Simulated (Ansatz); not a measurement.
We consider K2SO4 (Pnma, No. 62), described by LDA in Ansatz (PAW).

Settings: plane-wave cutoff 520 eV, 6×6×4 k mesh (along the axes of the cell as run), Fermi–Dirac smearing 0.01 eV, scalar-relativistic PAW data made under PBE.

Energies at three volumes about the minimum:

```
V (Å³/atom)  E − E_lowest (meV/atom)
-----------  -----------------------
13.871                          0.77
14.154                          0.00
14.438                          0.70
```

Q: Fit a parabola by hand: where is the minimum, and what is the bulk modulus?

A: Slopes: (0.00 − 0.77)/(14.154 − 13.871) = -2.721 and (0.70 − 0.00)/(14.438 − 14.154) = 2.465 meV/Å³. Curvature E″ = 2 × (2.465 − (-2.721))/(14.438 − 13.871) = 18.293 meV/Å⁶. From the middle of the first interval, the slope vanishes at V0 = 14.0125 − (-2.721)/18.293 = 14.161 Å³/atom. B = V0 E″ = 14.161 × 18.293 meV/Å³ × 0.1602 GPa per meV/Å³ = 41.5 GPa. The full Birch–Murnaghan fit to all volumes gives V0 = 14.154 Å³/atom and B0 = 41.5 GPa.

Shape and atoms are relaxed at each volume.

Note: the relaxation could not lower the start's symmetry, so the cell can be a saddle point above a distorted one; the volume lies 9 % below that of the published cell.

Ansatz is a first-principles code.
